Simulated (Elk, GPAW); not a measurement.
An Elk input for a self-consistent single point of ScAl (Cmcm, 4 atoms in the cell) (DFT, PBEsol, all-electron FP-LAPW, Elk's shipped species files, default APW+lo basis):

```
tasks
  0

xctype
  22

rgkmax
  7.0

stype
  3

swidth
  0.00367493

scale
  10.54665017

avec
    0.3809824625   -0.9245822642    0.0000000000
    0.3809824625    0.9245822642    0.0000000000
    0.0000000000    0.0000000000    0.6641374014

atoms
  2   : nspecies
  'Sc.in'   : spfname
  2   : natoms; atposl, bfcmt below
  0.8646800000  0.1353200000  0.2500000000    0.0 0.0 0.0
  0.1353200000  0.8646800000  0.7500000000    0.0 0.0 0.0
  'Al.in'   : spfname
  2   : natoms; atposl, bfcmt below
  0.5845000000  0.4155000000  0.2500000000    0.0 0.0 0.0
  0.4155000000  0.5845000000  0.7500000000    0.0 0.0 0.0

ngridk
  6 6 6
```

Write the same calculation as an input for GPAW.

This is the input that was run; spellings and numerical settings could be chosen otherwise.

```python
from ase import Atoms
from ase.units import GPa
from gpaw import GPAW

atoms = Atoms(['Sc', 'Sc', 'Al', 'Al'],
              cell=[[2.126281, -5.160137, 0.000000],
                    [2.126281, 5.160137, 0.000000],
                    [0.000000, 0.000000, 3.706582]],
              scaled_positions=[[0.864680, 0.135320, 0.250000],
                                [0.135320, 0.864680, 0.750000],
                                [0.584500, 0.415500, 0.250000],
                                [0.415500, 0.584500, 0.750000]],
              pbc=True)

calc = GPAW(mode={'name': 'pw', 'ecut': 850},
            xc='PBEsol',
            kpts={'size': (6, 6, 6), 'gamma': True},
            occupations={'name': 'fermi-dirac', 'width': 0.1},
            nbands=-12,
            convergence={'density': 1e-05},
            symmetry={'symmorphic': False, 'tolerance': 0.0005},
            maxiter=150)

atoms.calc = calc

energy = atoms.get_potential_energy()
print('Energy (eV):', round(energy, 6))
forces = atoms.get_forces()
print('Forces (eV/Ang):')
print(forces.round(5))
stress = atoms.get_stress()
print('Stress (GPa, Voigt):', (stress / GPa).round(4))
```

Basis, cutoffs, solver keys and any potentials are the target program's own. This input uses DFT PBEsol, plane waves, GPAW PAW datasets PBEsol (made by gpaw-setup).

The starting cell comes from a database of computed structures (which also holds hypothetical and non-ambient phases and stackings), without a prior relaxation at this level. Its lattice was rescaled by a random factor within 2.5 % of one. For this run, on top of that: lattice scaled by 0.98.
